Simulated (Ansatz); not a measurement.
Start from Hf in the hcp (Mg type) structure (space group P6_3/mmc, No. 194; a = 3.117 Å, c = 4.950 Å; relaxed with 0.1 eV smearing). Axes: x lies along a and z along c of the hexagonal cell.

Computed with LDA/PAW in Ansatz (a quantum-chemistry and plane-wave program), no spin-orbit coupling.

Before the change:

* **Shortest interatomic distance**: 3.060 Å

One thing is altered: tensile biaxial strain of 2.50 % in the plane normal to [001], as in epitaxy on a mismatched substrate; the out-of-plane cell vector and the atoms relax.

### Question
Estimate the effect on the ratio −ε⊥/ε∥, in-plane stress and shortest interatomic distance.

### Answer
The ratio −ε⊥/ε∥ comes out as 0.72; the mean in-plane stress (compression positive) amounts to -4.9 GPa; the shortest interatomic distance drops by 0.009 Å to 3.051 Å.

Stability against distortions was not tested. The final runs are not spin-polarised.
